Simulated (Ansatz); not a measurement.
Here is the system:

```
Li2O
1.0
   -0.00171     2.23470     2.28111
    2.26785    -0.00080     2.28020
    2.30409     2.27003    -0.03704
O Li
1 2
Direct
  0.00000   0.00000   0.00000
  0.25000   0.25000   0.25000
  0.75000   0.75000   0.75000
```

No spin polarisation.

The values are results of r2SCAN (Ansatz, a quantum-chemistry and plane-wave program, PAW, spin-orbit coupling left out), not measurements. k-mesh 12×12×12 (Γ-centred); smearing 0.05 eV (Fermi–Dirac).

Problem. What smallest direct gap does the calculation give?

Solution. 6.22 eV.

Problem. Estimate the pressure (mean of the normal stresses, compression positive).

Solution. 0.88 GPa.

Problem. What is the computed band gap?

Solution. 5.70 eV.

The cells carry an imposed strain or load. Whether these cells are dynamically stable was not tested. The cell was made from Li2O in the anti-fluorite structure (space group Fm-3m, No. 225) by this change: strain tensor (xx, yy, zz, yz, xz, xy) = (+0.02, −1.47, +0.56, −0.79, −0.83, +0.76) %.
